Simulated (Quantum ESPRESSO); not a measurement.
# Habitual settings against a tight run: HgPb₂Cl₂O₂ (C2/m, 7 atoms in the cell)

Self-consistent single point.

```yaml
crystal:
  lattice:
    - [5.95359, -1.98349, 0.00000]
    - [5.95359, 1.98349, 0.00000]
    - [-4.21884, 0.00000, 6.63235]
  atoms:
    - { symbol: Hg, position: [0.00000, 0.00000, 0.50000] }
    - { symbol: Pb, position: [0.18272, 0.18272, 0.25482] }
    - { symbol: Pb, position: [0.81728, 0.81728, 0.74518] }
    - { symbol: Cl, position: [0.56668, 0.56668, 0.83410] }
    - { symbol: Cl, position: [0.43332, 0.43332, 0.16590] }
    - { symbol: O, position: [0.80659, 0.80659, 0.43329] }
    - { symbol: O, position: [0.19341, 0.19341, 0.56671] }
```

Computed with PBEsol, GBRV 1.5 ultrasoft (PBESOL) pseudopotentials (plane waves; Quantum ESPRESSO).

Base settings: ecutwfc = 40 Ry; ecutrho = 200 Ry; occupations = fixed; K_POINTS = automatic 6 6 3 0 0 0; nbnd = 39; conv_thr = 1e-09 Ry.

Tight run (finer mesh or higher cutoff; not a proven limit): ecutwfc: 40 Ry → 56 Ry; ecutrho: 200 Ry → 280 Ry; conv_thr: 1e-09 Ry → 7.3e-11 Ry; K_POINTS: automatic 6 6 3 0 0 0 → automatic 9 9 5 0 0 0. It gave top of the valence band (on the code's own zero) 6.19 eV; gap on the k-point mesh 2.23 eV; pressure -2.61 GPa; largest force (vector length) 0.262 eV/Å.

Quick runs, as changes from the base:
- A: the base itself
- B: ecutwfc: 40 Ry → 24 Ry; ecutrho: 200 Ry → 120 Ry; pseudopotentials: {Hg: hg_pbesol_v1.uspp.F.UPF, Pb: pb_pbesol_v1.uspp.F.UPF, Cl: cl_pbesol_v1.4.uspp.F.UPF, O: o_pbesol_v1.2.uspp.F.UPF} → {Hg: hg_lda_v1.uspp.F.UPF, Pb: pb_lda_v1.uspp.F.UPF, Cl: cl_lda_v1.4.uspp.F.UPF, O: o_lda_v1.2.uspp.F.UPF}; K_POINTS: automatic 6 6 3 0 0 0 → automatic 6 6 6 0 0 0 [LDA (PZ)]
- C: ecutwfc: 40 Ry → 24 Ry; ecutrho: 200 Ry → 120 Ry; pseudopotentials: {Hg: hg_pbesol_v1.uspp.F.UPF, Pb: pb_pbesol_v1.uspp.F.UPF, Cl: cl_pbesol_v1.4.uspp.F.UPF, O: o_pbesol_v1.2.uspp.F.UPF} → {Hg: hg_lda_v1.uspp.F.UPF, Pb: pb_lda_v1.uspp.F.UPF, Cl: cl_lda_v1.4.uspp.F.UPF, O: o_lda_v1.2.uspp.F.UPF}; K_POINTS: automatic 6 6 3 0 0 0 → automatic 1 1 1 0 0 0 [LDA (PZ)]
- D: ecutwfc: 40 Ry → 32 Ry; ecutrho: 200 Ry → 160 Ry; occupations: fixed → smearing; nbnd: 39 → default; conv_thr: 1e-09 Ry → 7.3e-06 Ry; K_POINTS: automatic 6 6 3 0 0 0 → automatic 6 6 6 0 0 0; smearing: default → marzari-vanderbilt; degauss: default → 0.0147 Ry
- E: ecutwfc: 40 Ry → 32 Ry; ecutrho: 200 Ry → 160 Ry; K_POINTS: automatic 6 6 3 0 0 0 → automatic 2 2 2 1 1 1

Dashes: energy of B, C, another energy zero; time of C, under 30 s; pressure of D, not trusted under this conv_thr with d or f elements.

Gaps are read on each run's own mesh, which may miss the band edges.

† marks runs with another functional, U, potentials or spin treatment: their distance from the tight run is not a convergence error alone.

The count of work is k-points × plane waves × bands × iterations; it is no time. Core times come from one kind of shared machine and are given to one figure; runs under 30 s give none.

The starting cell comes from a database of computed structures (which also holds hypothetical and non-ambient phases and stackings), without a prior relaxation at this level. Its lattice was rescaled by a random factor within 2.5 % of one. Spin-orbit coupling is off.

```
run  energy less tight (meV/atom)  pressure less tight (GPa)  largest miss in a force vector (eV/Å)  gap on the mesh less tight (eV)  count of work / tight  core time / tight (rough)
---  ----------------------------  -------------------------  -------------------------------------  -------------------------------  ---------------------  -------------------------
A                             4.7                       0.04                                  0.002                           -0.052                   0.16                        0.2
B†                              –                     -13.12                                  0.167                           -0.124                   0.15                        0.1
C†                              –                     -13.25                                  0.888                            1.441                 0.0018                          –
D                            20.9                          –                                  0.031                           -0.052                   0.16                        0.2
E                            21.7                      -1.04                                  0.025                            0.681                  0.011                       0.04
```

The base run finds a smaller gap than the tight one, whose mesh may miss a band edge.

Among the runs at the tight run's level, the energy misses run from 4.7 to 21.7 meV/atom.

Left out of this page: 1 run of the series outside the window shown, repeating another row's setting, or not comparable.
